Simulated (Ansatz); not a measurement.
## Ru (P6_3/mmc): resistivity and electron-phonon coupling

```
CELL_PARAMETERS angstrom
      2.72214     0.00000     0.00000
     -1.36107     2.35744     0.00000
      0.00000     0.00000     4.29132
ATOMIC_POSITIONS crystal
  Ru 0.33333 0.66667 0.25000
  Ru 0.66667 0.33333 0.75000
```

Method: PBE, DFPT electron-phonon coupling, linearised Boltzmann equation (plane waves, PAW, scalar-relativistic; Ansatz, a first-principles code). Condition of this run: functional PBE, cell relaxed with it. Geometry: relaxed with this functional, without spin-orbit coupling.

The resistivity at 300 K is 7.5 (x), 7.5 (y), 5.7 (z) μΩ·cm. The resistivity at 77 K is 0.61 (x), 0.61 (y), 0.49 (z) μΩ·cm and the electron mean free path at 300 K (weighted by the current that each state carries) is 8.6 (x), 8.6 (y), 8.1 (z) nm. The resistivity times mean free path for one path shared by all states (from the Fermi surface's area) comes out as 5.3 (x), 5.3 (y), 3.9 (z) ×10⁻¹⁶ Ω·m², the electron-phonon coupling λ is 0.45 and the transport coupling λ_tr is 0.48 (x), 0.48 (y), 0.45 (z). The logarithmic mean phonon energy is 23 meV and the density of states at the Fermi level is 0.82 states/(eV·spin·cell). The drude plasma energy is 8.3 (x), 8.3 (y), 9.3 (z) eV and the Tc for μ* = 0.10 (anisotropic Eliashberg) is 2.2 K. The Tc for μ* = 0.13 (anisotropic Eliashberg) comes out as 1.16 K.

A metal at this level (no band gap). Only scattering by harmonic phonons is included (no impurities, grain boundaries, electron-electron scattering or thermal expansion). Spin-orbit coupling is left out. Spin fluctuations, which work against superconductivity with these elements, are left out. For metals of groups 4 to 10, Tc at these values of μ* can lie well above the measured one. At a coupling this weak a few per cent in λ move Tc by tens of per cent. Halving the electron mesh (36x36x20) moves the resistivity by up to 5 % at 300 K, the mean free path by up to 5 %, the coupling by up to 2 %, Tc by up to 3 %. Smearing 0.20 eV; phonons on a 6x6x3 q mesh, which this run doesn't test and which matters most at low temperature. Tc comes from the anisotropic Migdal-Eliashberg equations with μ*, a chosen number, referred to 24 meV.
